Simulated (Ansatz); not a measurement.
The starting structures come from a database of crystals and need not be the phases stable at ambient conditions.

 Where the default PAW files enter, the runs use the earlier of Ansatz's two default sets.

Tunnelling through a barrier is set by its complex band structure: the current falls as exp(−2κd) with the smallest κ.

```yaml
crystal:
  lattice:
    - [4.01132, 0.00000, 0.00000]
    - [2.00566, 6.64751, 0.00000]
    - [2.00566, 0.60514, 3.42079]
  atoms:
    - { symbol: Al, position: [0.99976, 0.00072, 0.99976] }
    - { symbol: Ga, position: [0.50014, 0.49959, 0.50014] }
    - { symbol: As, position: [0.12484, 0.62547, 0.12484] }
    - { symbol: As, position: [0.62528, 0.12417, 0.62528] }
```

Space group of this cell: R3m. The cell is taken as given.

Transport runs along the normal of the first two printed cell vectors, the (101) plane of the conventional cell.

The gap is the functional's own, uncorrected, and κ follows it; spin-orbit coupling is left out. Mid-gap values are interpolated between the computed energies.

**Question.** Compute, with r2SCAN in Ansatz (a program for electronic structure), the band gap and the smallest decay constant κ at mid-gap.

**Answer.** Gap 1.35 eV on a 10×10×10 mesh; κ = 0.081 1/Å, at the zone centre.
